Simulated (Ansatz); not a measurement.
The starting structures come from a database of crystals and need not be the phases stable at ambient conditions.

By PBEsol, the system below comes out a metal.

Without scattering a metal conducts by its projected Fermi surface.

Here is the system:

```xyz
2
Lattice="2.9378 0.0000 0.0000 0.0000 2.9378 0.0000 0.0000 0.0000 2.9378" Properties=species:S:1:pos:R:3 pbc="T T T"
Si     1.4689     1.4689     1.4689
Os     0.0000     0.0000     0.0000
```

The cell is taken as given; by PBEsol it stands under a pressure of -1.1 GPa.

The current flows along the normal of the first two printed cell vectors, the (001) plane of the conventional cell. No spin-orbit coupling; the value is a mean over 0.1 eV about the Fermi level.

**Question.** Estimate the ballistic conductance per area that PBEsol run with Ansatz (a program for electronic structure) returns for this system.

**Answer.** 0.45 × 10¹⁵ S/m² for both spins.
